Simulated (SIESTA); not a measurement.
Band structure of GaN (P6_3mc, 4 atoms in the cell).

```xyz
4
Lattice="3.1204 0.0000 0.0000 -1.5602 2.7023 0.0000 0.0000 0.0000 5.0807" Properties=species:S:1:pos:R:3 pbc="T T T"
Ga     1.5602     0.9008     2.5357
Ga     0.0000     1.8015     5.0760
N      1.5602     0.9008     4.4503
N      0.0000     1.8015     1.9099
```

Method of the run: GGA PBE, numerical atomic orbitals DZP, PseudoDojo PBE standard norm-conserving potentials (rewritten from UPF to PSML) in SIESTA.

Settings: XC.functional = GGA; XC.authors = PBE; potentials = PseudoDojo PBE standard; PAO.BasisSize = DZP; PAO.EnergyShift = 0.01 Ry; MeshCutoff = 400 Ry; kgrid.MonkhorstPack = 10 10 5; OccupationFunction = FD; ElectronicTemperature = 10 K; MaxSCFIterations = 150; SCF.Mixer.Method = Broyden; SCF.Mixer.Weight = 0.1; SCF.Mixer.History = 8; SCF.DM.Tolerance = 1.0E-05.

The starting cell comes from a database of computed structures (which also holds hypothetical and non-ambient phases and stackings), without a prior relaxation at this level. Its lattice was rescaled by a random factor within 2.5 % of one. Values carry the incompleteness of an atom-centred basis.

**Question.** Predict the gap along the standard path and the places of the band edges.

**Answer.** The gap along the path is 2.42 eV, direct at Γ to within 0.01 eV.

Levels in eV from the top of the valence band on the path, bands 15 to 19:
| point | 15 | 16 | 17 | 18 | 19 |
|---|---|---|---|---|---|
| Γ | -1.19 | -0.06 | 0.00 | 0.00 | 2.42 |
| M | -4.64 | -3.11 | -2.48 | -1.15 | 5.34 |
| K | -5.72 | -3.33 | -3.33 | -3.06 | 5.24 |
| A | -0.60 | -0.60 | -0.60 | -0.60 | 4.74 |
| L | -2.21 | -2.21 | -2.12 | -2.12 | 4.67 |
| H | -4.67 | -4.67 | -1.70 | -1.70 | 6.97 |

Higher empty bands are left out: an atom-centred basis made for the valence describes them poorly.
